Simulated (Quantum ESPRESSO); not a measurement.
Checking a run of Quantum ESPRESSO on SiO2 (I2_12_12_1, 12 atoms in the cell). The aim is a self-consistent single point with DFT, LDA (PZ), plane waves, GBRV 1.5 ultrasoft (LDA) pseudopotentials.

Cell that was meant: a = 8.1750 Å, b = 8.1750 Å, c = 8.1750 Å, α = 150.61°, β = 147.66°, γ = 44.27°.

Part of the input:

```fortran
 nat = 12
 ntyp = 2
 ecutwfc = 40
 ecutrho = 80
 occupations = 'smearing'
 smearing = 'fd'
 degauss = 0.000734986
```

Log, with long lists cut:

```
     Message from routine set_cutoff:
     ecutrho < 4*ecutwfc, are you sure?
     Message from routine setup:
   [... lines left out ...]
                       cart. coord. in units 2pi/alat
        k(    1) = (   0.0000000   0.0000000   0.0000000), wk =   0.0160000
        k(    2) = (   0.3941450   0.3590319   0.0000000), wk =   0.0640000
        k(    3) = (   0.7882899   0.7180639   0.0000000), wk =   0.0640000
   [... 24 lines left out ...]

     Dense  grid:    11639 G-vectors     FFT dimensions: (  48,  48,  48)

     Initial potential from superposition of free atoms

     starting charge      63.9976, renormalised to      64.0000
     Self-consistent Calculation

     iteration #  1     ecut=    40.00 Ry     beta= 0.30

     total energy              =    -297.72035762 Ry
     estimated scf accuracy    <       3.05558732 Ry

     iteration #  2     ecut=    40.00 Ry     beta= 0.30

     total energy              =    -297.99820295 Ry
     estimated scf accuracy    <       0.25884195 Ry

     iteration #  3     ecut=    40.00 Ry     beta= 0.30

     total energy              =    -298.03464617 Ry
     estimated scf accuracy    <       0.04526263 Ry

   [... 7 blocks of this kind left out ...]

     iteration # 11     ecut=    40.00 Ry     beta= 0.30

     total energy              =    -298.03886105 Ry
     estimated scf accuracy    <          3.3E-09 Ry

     iteration # 12     ecut=    40.00 Ry     beta= 0.30
     End of self-consistent calculation

     the Fermi energy is     5.4482 ev

!    total energy              =    -298.03886105 Ry
     estimated scf accuracy    <          5.8E-11 Ry
     smearing contrib. (-TS)   =       0.00000000 Ry
     internal energy E=F+TS    =    -298.03886105 Ry

     convergence has been achieved in  12 iterations

     Forces acting on atoms (cartesian axes, Ry/au):

     atom    1 type  1   force =    -0.00000000    0.00000000    0.00735088
     atom    2 type  1   force =     0.00000000    0.00000000   -0.00735088
     atom    3 type  1   force =     0.00000000    0.00000000   -0.00219188
     atom    4 type  1   force =     0.00000000   -0.00000000    0.00219188
   [... lines left out ...]

     Total force =     0.076146     Total SCF correction =     0.000019

          total   stress  (Ry/bohr**3)                   (kbar)     P=       71.26
   0.00051171   0.00000000  -0.00000000           75.27        0.00       -0.00
   0.00000000   0.00040997   0.00000000            0.00       60.31        0.00
  -0.00000000  -0.00000000   0.00053156           -0.00       -0.00       78.20

   JOB DONE.
```

**Question.** Is this run sound? If not, what is wrong?

**Answer.** The run is not sound. The fault is a density cutoff or grid that is too coarse. The charge density holds wave vectors up to twice those of the orbitals (four times the energy cutoff), and augmentation charges need more still. To fix it, restore the density cutoff. The run converged in 12 iterations without an error; against the sound input the free energy goes down by 8.2 meV/atom, the pressure goes from 6.57 to 7.13 GPa, the largest force stays at 0.725 eV/Å and the gap on the mesh moves little (5.623 to 5.622 eV).

The sound input it was made from differs as follows (other fixes are possible):
```diff
- ecutrho = 80
+ ecutrho = 200
```

With that input, the run converged in 12 iterations: free energy E − TS -4054.9263 eV; top of the valence band (on the code's own zero) 2.60 eV; gap on the k-point mesh 5.62 eV; pressure 6.57 GPa; largest force (vector length) 0.725 eV/Å (DFT, LDA (PZ), plane waves, GBRV 1.5 ultrasoft (LDA) pseudopotentials).

On the sound input: the starting cell comes from a database of computed structures (which also holds hypothetical and non-ambient phases and stackings), without a prior relaxation at this level. Its lattice was rescaled by a random factor within 2.5 % of one. With a pressure of about 7 GPa the cell is away from its equilibrium volume at this level.
